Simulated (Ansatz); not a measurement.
Worked example: relaxation of the atoms of HfNi (Cm, 4 atoms in the cell) in Ansatz (a first-principles code).

Method: LDA (PW92), default PAW files made with PBE (plane waves; Ansatz).

The change in words: one atom moved by 0.15 angstrom; relax: default → atoms; relax.f_tol: default → 0.2 eV/Å. Reference geometry:
```xyz
4
Lattice="1.5929 -4.8924 0.0000 1.5929 4.8924 0.0000 0.0000 0.0000 4.0147" Properties=species:S:1:pos:R:3 pbc="T T T"
Hf     1.5929    -3.5324     3.0110
Hf     1.5929     3.5324     1.0037
Ni     1.5929    -0.8244     3.0110
Ni     1.5929     0.8244     1.0037
```

Reference input (self-consistent single point, DFT, LDA (PW92), plane waves, default PAW files made with PBE): basis.ecutwfc = 420 eV; kpoints.mp_grid.grid = 9 9 7; hamiltonian.xc = lda; hamiltonian.pseudopotentials = {kind: paw} (the program's default PAW files); scf.occupations.method = gaussian; scf.occupations.width = 0.1 eV. This run's input differs from it in these lines:

```diff
@@ -7,3 +7,3 @@
   atoms:
-    - { symbol: Hf, position_ang: [1.592925, -3.532378, 3.011037] }
+    - { symbol: Hf, position_ang: [1.592925, -3.532378, 3.161039] }
     - { symbol: Hf, position_ang: [1.592925, 3.532378, 1.003679] }
@@ -20,2 +20,4 @@
   occupations: { method: gaussian, width: 0.1 }
+relax:
+  f_tol: 0.2
 output:
```

The program printed (abridged):

```
   [... SCF lines of the steps left out ...]
relax step   1: F+E_penalty+E_count = -42502.49552619 eV  Δ(F+E_penalty+E_count) = +0.000e0 eV  max|allowed force component| = 1.106e0 eV/Å  Δτ_max = 0.0000 Å  (7 SCF iters, dr2 threshold 1.00e-4 eV, accepted)
relax step   2: F+E_penalty+E_count = -42502.56174031 eV  Δ(F+E_penalty+E_count) = -6.621e-2 eV  max|allowed force component| = 4.088e-1 eV/Å  Δτ_max = 0.1164 Å  (6 SCF iters, dr2 threshold 7.65e-5 eV, accepted)
relax step   3: F+E_penalty+E_count = -42502.57763997 eV  Δ(F+E_penalty+E_count) = -1.590e-2 eV  max|allowed force component| = 3.263e-2 eV/Å  Δτ_max = 0.0479 Å  (8 SCF iters, accepted)
the relaxation is at rest under the 2 symmetry operations that the run kept from its start: a minimum is not shown …
Free energy (F): -42502.577640 eV
Internal energy: -42502.564623 eV  (E = F + TS)
E sigma→0 (E₀):  -42502.571132 eV
Entropy (-TS):   -0.013017 eV (-3.254 meV/atom)
Fermi energy:    20.337969 eV
--- Forces (eV/Å), atoms counted from 1 ---
  atom   1  Hf     0.00000000    -0.03227431     0.00081770
  atom   2  Hf     0.00000000     0.03262505    -0.00403877
  atom   3  Ni     0.00000000    -0.02939434    -0.00135963
  atom   4  Ni     0.00000000     0.02903959     0.00459848
--- Stress (GPa, compression-positive) ---
       -3.520812       0.000000       0.000000
   [... lines left out ...]
  atoms:
    - { symbol: Hf, position: [0.8605287344873926, 0.13947126551260736, 0.7592813908834405] }
    - { symbol: Hf, position: [0.139475680456837, 0.860524319543163, 0.25948058995618745] }
    - { symbol: Ni, position: [0.5833044849857063, 0.4166955150142937, 0.7594022597704204] }
    - { symbol: Ni, position: [0.416691100070064, 0.583308899929936, 0.2591988007607487] }
```

The run converged. 

Summary of the result:
* **Free energy E − TS (on the zero of these files)**: -42502.5776 eV
* **Fermi level (on the code's own zero)**: 20.34 eV
* **Pressure**: -4.61 GPa
* **Largest force (vector length)**: 0.033 eV/Å
* **Relaxation steps**: 3

The starting cell comes from a database of computed structures (which also holds hypothetical and non-ambient phases and stackings), without a prior relaxation at this level. Its lattice was rescaled by up to half a per cent. For this run, on top of that: one atom moved by 0.15 angstrom. Spin polarisation is off. Ansatz's pressure includes its estimate of the finite-basis (Pulay) stress.

Cost on one core of a shared machine: roughly 3 min.

Keys are those of Ansatz 0.2.
